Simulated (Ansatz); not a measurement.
# MgTe: energy against strain

MgTe (zinc blende, F-43m, 32.280 Å³/atom at rest) under an equal strain ε in the (111) plane with the normal axis free, as in a coherent film. LDA in Ansatz, a plane-wave DFT program (PAW, default set), 420 eV, 9×9×9 Γ-centred mesh, Fermi-Dirac smearing 0.05 eV; ions are relaxed within the symmetry of each cell.

Here s stands for strain and y for E less E0.

```csv
strain (%),E less E0 (meV/atom)
-2.50,?
-1.25,2.10
-0.83,0.93
-0.42,0.24
0.00,0.00
0.42,0.23
0.83,0.88
1.25,2.01
```

Fit y of the 7 rows that show it with a parabola. Least squares gives y = 0.001 - 0.0326·s + 1.3140·s². Residuals (row less fit): 0.005, -0.003, -0.006, -0.001, 0.011, 0.001, -0.003; standard error 0.007 (degrees of freedom: 4). Twice the quadratic coefficient over the volume, 2 × 1.3140 meV × 10⁴ × 0.1602 / 32.280 Å³, is twice the biaxial elastic modulus of this plane = 130 ± 0.5 GPa.

### Question
Predict the withheld y at s = -2.50 from the fit, and compare with the calculation.

### Answer
y = 0.001 - 0.0326 × (-2.50) + 1.3140 × (-2.50)² = 8.295 meV/atom. The calculation gives 8.46 meV/atom, 0.165 meV/atom above the prediction (2.0 % of the range of y in the table). The row lies outside the fitted rows, so this is an extrapolation. From the scatter of the fitted rows alone, a prediction at this place has a standard error of 0.028 meV/atom, so the miss is 5.9 times that.

One order more, fitted to all 13 runs of the series, follows each within 0.01, so the miss is the next term of a smooth law. MgTe stands in this structure, whereas wurtzite is the usual form. Rows are the converged runs of the series near zero and its far end; series whose fitted rows scatter by over a few per cent of the range, as at a crossing or softening among them, aren't shown in this form. Most that stay on the fit to the last digits aren't either.
